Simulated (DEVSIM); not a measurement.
Structure: Mo/La2O3/SiO2/p-Si capacitor, at 300 K.

```
layer (left to right)  material  thickness (nm)  Na (cm⁻³)
---------------------  --------  --------------  ---------
1                         La2O3            8.80          -
2                          SiO2           0.640          -
3                            Si           17000     1.2e15
```

Metal gate on the left, work function 4.6 eV. Fixed charge at the semiconductor interface 2.1e12 cm⁻² (in units of +e); no interface traps.

This is a model device: material constants are rounded textbook-type values typed into the input, and sizes, dopings and lifetimes were drawn at random. Values at 300 K.

```
parameter      La2O3  SiO2       Si
-------------  -----  ----  -------
gap (eV)         5.8     9    1.124
affinity (eV)    1.8   0.9     4.05
permittivity      27   3.9     11.7
Nc (cm⁻³)          -     -  2.86e19
Nv (cm⁻³)          -     -   3.1e19
```

DEVSIM, 1D Poisson equation in equilibrium, Boltzmann statistics, complete ionisation; no quantum confinement or tunnelling. Metal contacts follow the ideal Schottky-Mott rule: no Fermi-level pinning, no interface dipoles.

The substrate doping was swept, all else fixed.

```json
[
 {"substrate doping (cm^-3)": "6e13", "minimum of the low-frequency capacitance (μF/cm²)": "0.00413", "threshold voltage (band bending 2φF) (V)": "0.03", "flat-band voltage (V)": "-0.42"},
 {"substrate doping (cm^-3)": "1.2e14", "minimum of the low-frequency capacitance (μF/cm²)": "0.00566", "threshold voltage (band bending 2φF) (V)": "0.05", "flat-band voltage (V)": "-0.44"},
 {"substrate doping (cm^-3)": "2.4e14", "minimum of the low-frequency capacitance (μF/cm²)": "0.00736", "threshold voltage (band bending 2φF) (V)": "0.06", "flat-band voltage (V)": "-0.46"},
 {"substrate doping (cm^-3)": "6e14", "minimum of the low-frequency capacitance (μF/cm²)": "0.0108", "threshold voltage (band bending 2φF) (V)": "0.09", "flat-band voltage (V)": "-0.48"},
 {"substrate doping (cm^-3)": "1.2e15", "minimum of the low-frequency capacitance (μF/cm²)": "0.0147", "threshold voltage (band bending 2φF) (V)": "0.11", "flat-band voltage (V)": "-0.50"},
 {"substrate doping (cm^-3)": "2.4e15", "minimum of the low-frequency capacitance (μF/cm²)": "0.0203", "threshold voltage (band bending 2φF) (V)": "0.13", "flat-band voltage (V)": "-0.52"}
]
```

From the first row to the last the minimum of the low-frequency capacitance goes from 0.00413 to 0.0203. From the first row to the last the threshold voltage (band bending 2φF) goes from 0.03 to 0.13.
